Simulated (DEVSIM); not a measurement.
## Si n-p junction from an implanted or diffused profile

Device: Si n-p junction from an implanted or diffused profile, at 300 K.

```tsv
layer (left to right)	material	thickness (μm)	Na (cm⁻³)	τn (s)	τp (s)
1	Si	82.0	2.7e16	9.8e-7	9.8e-7
```

Added donor profile: 2.9e18 cm⁻³ × exp(−(x − 0 μm)²/(2·(0.079 μm)²)). Left contact: ohmic. Right contact: ohmic. Voltage is applied to the left contact. Recombination: SRH at mid-gap, radiative, Auger. Mobility is constant in doping.

The device is made up for the run: typed textbook-type constants, with dimensions and the other settings drawn at random. Values at 300 K.

```tsv
parameter	Si
gap (eV)	1.124
affinity (eV)	4.05
permittivity	11.7
Nc (cm⁻³)	2.86e19
Nv (cm⁻³)	3.1e19
μn (cm²/Vs)	1417
μp (cm²/Vs)	470
B (cm³/s)	4.7e-15
Cn (cm⁶/s)	2.8e-31
Cp (cm⁶/s)	9.9e-32
```

DEVSIM, 1D drift-diffusion, Boltzmann statistics, complete ionisation; no tunnelling, impact ionisation, image-force lowering or self-heating.

```json
{
 "potential_step_across_the_device_at_zero_bias": "0.882 V",
 "Dark forward voltage at 1 A/cm²": "0.651 V",
 "Dark forward voltage at 100 A/cm²": "0.907 V"
}
```

Dark reverse current:

```csv
V (V),J (A/cm²)
0.10,2.1e-9
0.25,4.2e-9
0.50,7.1e-9
0.75,9.5e-9
1.00,1.2e-8
1.50,1.6e-8
2.00,1.9e-8
2.50,2.2e-8
3.25,2.6e-8
4.00,3.0e-8
5.00,3.4e-8
```

Small-signal capacitance in reverse bias (quasi-static):

```json
[
 {"V (V)": "0.1", "C (nF/cm²)": "45.3"},
 {"V (V)": "0.25", "C (nF/cm²)": "42.1"},
 {"V (V)": "0.5", "C (nF/cm²)": "38.0"},
 {"V (V)": "0.75", "C (nF/cm²)": "34.9"},
 {"V (V)": "1", "C (nF/cm²)": "32.5"},
 {"V (V)": "1.5", "C (nF/cm²)": "29.0"},
 {"V (V)": "2", "C (nF/cm²)": "26.4"},
 {"V (V)": "2.5", "C (nF/cm²)": "24.4"},
 {"V (V)": "3.25", "C (nF/cm²)": "22.1"},
 {"V (V)": "4", "C (nF/cm²)": "20.4"},
 {"V (V)": "5", "C (nF/cm²)": "18.6"}
]
```
